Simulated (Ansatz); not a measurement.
The parent structure is WC (space group P-6m2, No. 187; a = 2.9131 Å, c = 2.8358 Å; relaxed with 0.1 eV smearing). Axes: x lies along a and z along c of the hexagonal cell.

Level of theory: r2SCAN (Ansatz, a program for electronic structure), spin-orbit coupling left out, earlier PAW set.

Before the change:

| Quantity | Value |
|---|---|
| Volume per atom | 10.42 Å³ |
| Pressure | 0.0 GPa |

It is then changed as follows: compressive biaxial strain of 2.07 % in the plane normal to [001], as in epitaxy on a mismatched substrate; the out-of-plane cell vector and the atoms relax.

### Question
How does this affect the volume per atom and pressure?

### Answer
The volume per atom shrinks by 0.35 Å³, from 10.42 Å³ to 10.07 Å³; the pressure (mean of the normal stresses, compression positive) goes from zero to 13.8 GPa.

Whether these cells are dynamically stable was not tested. The final runs are not spin-polarised.
